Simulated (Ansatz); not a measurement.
Functionals compared on a constructed model of the (111) surface of fcc Ni, ferromagnetic, a pseudomorphic layer of Au in the host's stacking (bottom of the slab: a bare face, its two planes held), in Ansatz (plane waves, PAW). The structure was relaxed with PBE; the other rows are single points on it. Cutoff 420 eV.

Model: 7-atom slab, 12.5 Å thick at the start, 17x17x1 mesh, Fermi-Dirac 0.1 eV, dipole correction, 2 atoms held, the rest relaxed; start symmetry kept, larger cells not searched; spin-polarised, ending with about 3.9 μB a cell; orders that need a larger cell were not tried, no spin-orbit, no U. It is one candidate, not shown to be the stable structure of the face. These notes are the PBE run's.

```csv
functional,work function of the top face (eV),magnetic moment of the cell (μB),rough cost of the single point
PBE,5.01,3.87,–
RPBE,…,3.91,about 2.5 core-minutes (a rough figure)
```

Some entries are withheld; supply them.


- RPBE, work function of the top face (eV): 4.84

Ansatz is an electronic-structure program.
